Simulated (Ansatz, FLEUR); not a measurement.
An Ansatz (a first-principles code) input for a self-consistent single point of AlN (F-43m, 2 atoms in the cell) (DFT, PBEsol, plane waves, default PAW files made with PBE):

Ansatz 0.2 input:
```yaml
# AlN
crystal:
  lattice:
    - [0.00000000, 2.17460400, 2.17460400]
    - [2.17460400, 0.00000000, 2.17460400]
    - [2.17460400, 2.17460400, 0.00000000]
  atoms:
    - { symbol: Al, position: [0.00000000, 0.00000000, 0.00000000] }
    - { symbol: N, position: [0.75000000, 0.75000000, 0.75000000] }
basis:
  ecutwfc: 420.0
kpoints:
  mp_grid: { grid: [9, 9, 9] }
hamiltonian:
  xc: pbesol
  pseudopotentials: { kind: paw }
scf:
  occupations: { method: fixed }
output:
  forces: true
  eigenvalues: true
  stress: true
```

Task: Give the FLEUR input for the same structure, mesh, smearing and functional.

Result: This is the input that was run; spellings and numerical settings could be chosen otherwise.

Input of the input generator:

```
scf AlN
&input film=f /
-0.0000000000 2.1746040000 2.1746040000
2.1746040000 -0.0000000000 2.1746040000
2.1746040000 2.1746040000 -0.0000000000
1.8897261246
1.0 1.0 1.0

2
13 0.0000000000 0.0000000000 0.0000000000
7 0.7500000000 0.7500000000 0.7500000000

&comp jspins=1 /
&exco xctyp='PBEs' /
&kpt div1=9 div2=9 div3=9 /
&end /
```

```xml
<?xml version="1.0" encoding="UTF-8" standalone="no"?>
<fleurInput fleurInputVersion="0.39">
   <comment>
      scf AlN                                                                                             
   </comment>
   <calculationSetup>
      <cutoffs Kmax="4.5" Gmax="18.0" GmaxXC="18.0" numbands="0"/>
      <scfLoop itmax="80" minDistance="0.00001" maxIterBroyd="15" imix="Anderson" alpha="0.05" precondParam="0.0" spinf="2.0"/>
      <coreElectrons ctail="T" frcor="F" kcrel="0" coretail_lmax="0"/>
      <xcFunctional name="PBEs" relativisticCorrections="F"/>
      <magnetism jspins="1"/>
      <soc l_soc="F" theta="0.0" phi="0.0" spav="F"/>
      <expertModes spex="0" secvar="F"/>
      <geometryOptimization l_f="T" forcealpha="1.0" forcemix="BFGS" epsdisp="0.00001" epsforce="0.00001"/>
      <ldaU l_linMix="F" mixParam="0.05" spinf="1.0"/>
   </calculationSetup>
   <cell>
      <bzIntegration valenceElectrons="8.0" mode="hist" fermiSmearingEnergy="0.0001">
         <kPointListSelection listName="default-1"/>
         <!-- k-points included here -->
         <xi:include xmlns:xi="http://www.w3.org/2001/XInclude" href="kpts.xml"> </xi:include>
      </bzIntegration>
      <!-- symmetry operations included here -->
      <xi:include xmlns:xi="http://www.w3.org/2001/XInclude" href="sym.xml"> </xi:include>
      <bulkLattice scale="1.0">
         <bravaisMatrix>
            <row-1>    0.0000000000000000     4.1094059894596580     4.1094059894596580</row-1>
            <row-2>    4.1094059894596580     0.0000000000000000     4.1094059894596580</row-2>
            <row-3>    4.1094059894596580     4.1094059894596580     0.0000000000000000</row-3>
         </bravaisMatrix>
      </bulkLattice>
   </cell>
   <atomSpecies>
      <species name="Aluminum (Al)" element="Al" atomicNumber="13">
         <mtSphere radius="1.78" gridPoints="615" logIncrement="0.018"/>
         <atomicCutoffs lmax="8" lnonsphr="6"/>
         <electronConfig flipSpins="F">
            <coreConfig>(1s1/2) (2s1/2) (2p1/2) (2p3/2)</coreConfig>
            <valenceConfig>(3s1/2) (3p1/2) (3p3/2)</valenceConfig>
            <stateOccupation state="(3p1/2)" spinUp="0.1666666666667" spinDown="0.1666666666667"/>
            <stateOccupation state="(3p3/2)" spinUp="0.3333333333333" spinDown="0.3333333333333"/>
         </electronConfig>
         <energyParameters s="3" p="3" d="3" f="4"/>
      </species>
      <species name="Nitrogen (N)" element="N" atomicNumber="7">
         <mtSphere radius="1.54" gridPoints="533" logIncrement="0.02"/>
         <atomicCutoffs lmax="6" lnonsphr="4"/>
         <electronConfig flipSpins="F">
            <coreConfig>(1s1/2)</coreConfig>
            <valenceConfig>(2s1/2) (2p1/2) (2p3/2)</valenceConfig>
            <stateOccupation state="(2p1/2)" spinUp="0.5" spinDown="0.5"/>
            <stateOccupation state="(2p3/2)" spinUp="1.0" spinDown="1.0"/>
         </electronConfig>
         <energyParameters s="2" p="2" d="3" f="4"/>
      </species>
   </atomSpecies>
   <atomGroups>
      <atomGroup species="Aluminum (Al)">
         <relPos label="                   1">.0000000000 .0000000000 .0000000000</relPos>
         <force calculate="T" relaxXYZ="TTT"/>
      </atomGroup>
      <atomGroup species="Nitrogen (N)">
         <relPos label="                   2">-1.000/4.000 -1.000/4.000 -1.000/4.000</relPos>
         <force calculate="T" relaxXYZ="TTT"/>
      </atomGroup>
   </atomGroups>
   <output dos="F" band="F" slice="F">
      <checks vchk="F" cdinf="F"/>
      <bandDOS minEnergy="-.5*Htr" maxEnergy="0.5*Htr" sigma="0.015" storeEVData="T"/>
      <vacuumDOS vacdos="F" integ="F" star="F" nstars="0" locx1="0.0" locy1="0.0" locx2="0.0" locy2="0.0" nstm="0" tworkf="0.0"/>
      <unfoldingBand unfoldBand="F" supercellX="1" supercellY="1" supercellZ="1"/>
      <plotting iplot="0" polar="F">
         <plot TwoD="T" vec1="  1.0  0.0  0.0" vec2="  0.0  1.0  0.0" vec3="  0.0  0.0  1.0" zero="  0.0  0.0  0.0" file="plot"/>
      </plotting>
      <chargeDensitySlicing numkpt="0" minEigenval="0.0" maxEigenval="0.0" nnne="0" pallst="F"/>
      <specialOutput eonly="F"/>
      <magneticCircularDichroism mcd="F" energyLo="-10.0" energyUp="0.0"/>
   </output>
  <!-- We include the file relax.xml here to enable relaxations (see documentation) -->
  <xi:include xmlns:xi="http://www.w3.org/2001/XInclude" href="relax.xml"> <xi:fallback/> </xi:include>
</fleurInput>
```

Basis, cutoffs, solver keys and any potentials are the target program's own. This input uses DFT, PBEsol, all-electron FLAPW (FLEUR), scalar-relativistic valence. Both were run: gap on the mesh 3.389 eV in Ansatz and 3.395 in FLEUR.

On Ansatz: the starting cell comes from a database of computed structures (which also holds hypothetical and non-ambient phases and stackings), without a prior relaxation at this level. Its lattice was rescaled by a random factor within 2.5 % of one. With a pressure of about 4 GPa the cell is away from its equilibrium volume at this level.

On FLEUR: the starting cell comes from a database of computed structures (which also holds hypothetical and non-ambient phases and stackings), without a prior relaxation at this level. Its lattice was rescaled by a random factor within 2.5 % of one. Values depend on the basis (sphere radii, cutoffs, local orbitals), which need not be converged.
